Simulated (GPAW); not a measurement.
**A short convergence ladder for ScF3 (R32, 4 atoms in the cell)**

```xyz
4
Lattice="2.8654 1.6543 2.3381 -2.8654 1.6543 2.3381 0.0000 -3.3087 2.3381" Properties=species:S:1:pos:R:3 pbc="T T T"
Sc     0.0000     0.0000     0.0000
F      1.4272    -2.4719     3.5072
F      1.4272     2.4719     3.5072
F     -2.8544     0.0000     3.5072
```

Base method: LDA (Perdew-Wang 92), LCAO dzp, GPAW PAW datasets LDA (gpaw-data 1.0.1) (GPAW).

Base settings: mode = lcao; h = 0.18 Å; basis = dzp; xc = LDA; kpts = 3 3 3; mesh shift (steps) = 0 0 0; occupations.name = fermi-dirac; occupations.width = 0 eV; convergence.density = 1e-05 e/electron; convergence.energy = 1e-05 eV/electron.

**The force threshold of a relaxation**

On ScF₃ (R3, 4 atoms in the cell): one atom moved by 0.15 angstrom.

In this ladder: optimizer = BFGS.

The mesh stays at the base's, so the ladder's end is converged at best in this setting alone.

Only quantities that move along the ladder and can be compared are tabulated; the gap is left out on so coarse a mesh.

```csv
fmax,free energy less the last step's (meV/atom),largest force left (eV/Å),relaxation steps
0.2 eV/Å,2.94,0.1077,3
0.1 eV/Å,1.02,0.0686,7
0.05 eV/Å,0.98,0.0229,8
0.03 eV/Å,0.98,0.0229,8
0.02 eV/Å,0.98,0.0199,9
0.005 eV/Å,0.01,0.0049,17
0.001 eV/Å,0.00,0.0009,25
```

Coarsest fmax that holds the free energy within 0.05 meV/atom of the last step, with all finer ones: 0.005 eV/Å; the step before is off by 0.98 meV/atom.

Coarsest fmax that holds the largest force left within 0.01 eV/Å of the last step, with all finer ones: 0.005 eV/Å; the step before is off by 0.019 eV/Å.

Two neighbours can agree and both be off: 0.1 eV/Å and 0.05 eV/Å differ by 0.04 meV/atom in the free energy, yet lie about 0.98 meV/atom from the last step.

On the base run: the starting cell comes from a database of computed structures (which also holds hypothetical and non-ambient phases and stackings), without a prior relaxation at this level. Its lattice was rescaled by up to half a per cent. Values carry the incompleteness of an atom-centred basis.
